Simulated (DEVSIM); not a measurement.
Structure: illuminated Si n-on-p cell, one wavelength, at 400 K.

```csv
layer (left to right),material,thickness (μm),Nd (cm⁻³),Na (cm⁻³),τn (s),τp (s),absorption coefficient (cm⁻¹)
1,Si,0.690,2.7e18,-,1.8e-5,2.4e-6,29000
2,Si,90.0,-,2e15,8.8e-5,8.8e-5,29000
```

Left contact: ohmic, minority hole recombination velocity 2e6 cm/s. Right contact: ohmic, minority electron recombination velocity 4000 cm/s. Voltage is applied to the left contact. Recombination: SRH at mid-gap, radiative, Auger. Gap narrowing is on: ΔEg = 6.92 meV × (l + √(l² + 0.5)), l = ln(N/1.3e17 cm⁻³), shared equally by both band edges. Light enters at the left, 5.8e16 photons cm⁻² s⁻¹, one pass, no reflection. Mobility is μmin + (μ − μmin)/(1 + (N/Nref)^α).

This is a model device: material constants are rounded textbook-type values typed into the input, and sizes, dopings and lifetimes were drawn at random. Values at 300 K; Nc and Nv go as T^1.5, mobilities as T to minus their exponent, the gap by Varshni's rule with the affinity fixed.

```csv
parameter,Si
gap (eV),1.124
affinity (eV),4.05
permittivity,11.7
Nc (cm⁻³),2.86e19
Nv (cm⁻³),3.1e19
μn (cm²/Vs),1417
μp (cm²/Vs),470
"μn,min",52
"μp,min",45
"Nref,n",9.7e16
"Nref,p",2.2e17
αn,0.68
αp,0.72
T exponent of μn,2.3
T exponent of μp,2.2
B (cm³/s),4.7e-15
Cn (cm⁶/s),2.8e-31
Cp (cm⁶/s),9.9e-32
Varshni α (eV/K),0.000473
Varshni β (K),636
```

Simulated with DEVSIM: 1D drift-diffusion, Boltzmann statistics, complete ionisation; no tunnelling, impact ionisation, image-force lowering or self-heating.

The photon flux was swept, all else fixed.

| photon flux (cm^-2 s^-1) | largest power (mW/cm²) | open-circuit voltage (V) | fill factor | short-circuit current (mA/cm²) |
|---|---|---|---|---|
| 1.7e15 | 0.00645 | 0.114 | 0.47 | 0.121 |
| 5.8e15 | 0.0335 | 0.156 | 0.52 | 0.411 |
| 1.7e16 | 0.133 | 0.193 | 0.57 | 1.21 |
| 5.8e16 | 0.595 | 0.235 | 0.62 | 4.11 |
| 1.7e17 | 2.11 | 0.272 | 0.64 | 12.1 |
| 5.8e17 | 8.67 | 0.314 | 0.67 | 41.1 |
| 1.7e18 | 29.1 | 0.350 | 0.69 | 121 |

From the first row to the last the largest power goes from 0.00645 to 29.1. From the first row to the last the open-circuit voltage goes from 0.114 to 0.350.
